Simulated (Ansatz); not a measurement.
**GaAs: pressure series**

The parent structure is GaAs in the zinc blende structure (space group F-43m, No. 216).

```cif
data_AsGa
_chemical_formula_sum 'As1 Ga1'
_space_group_name_H-M_alt 'P 1'
_space_group_IT_number 1
_cell_length_a 4.00616
_cell_length_b 4.00616
_cell_length_c 4.00616
_cell_angle_alpha 60.000
_cell_angle_beta 60.000
_cell_angle_gamma 60.000
loop_
_space_group_symop_operation_xyz
  'x, y, z'
loop_
_atom_site_label
_atom_site_type_symbol
_atom_site_fract_x
_atom_site_fract_y
_atom_site_fract_z
_atom_site_occupancy
As1 As 0.75000 0.75000 0.75000 1
Ga1 Ga 0.00000 0.00000 0.00000 1
```

Cell and atoms are relaxed at each pressure.

Level of theory: Ansatz (an electronic-structure program), r2SCAN, PAW, cutoff 500 eV, scalar-relativistic without spin-orbit coupling, earlier PAW set.

Candidates:
(a) pressure −1 GPa
(b) pressure 9 GPa
(c) pressure 22.5 GPa
(d) pressure 2.1 GPa

For the base:

- Band gap = 0.97 eV

**Question.** Order them by band gap, highest first.

**Answer.** (b) pressure 9 GPa (1.56 eV), (c) pressure 22.5 GPa (1.34 eV), (d) pressure 2.1 GPa (1.19 eV), (a) pressure −1 GPa (0.86 eV)

Load acts through the strain it causes; cell and atoms are relaxed under it. No phonon test of stability was made. Measured, GaAs leaves this structure (for a Cmcm phase) near 15 GPa (room temperature; as listed in arXiv:1906.07825).
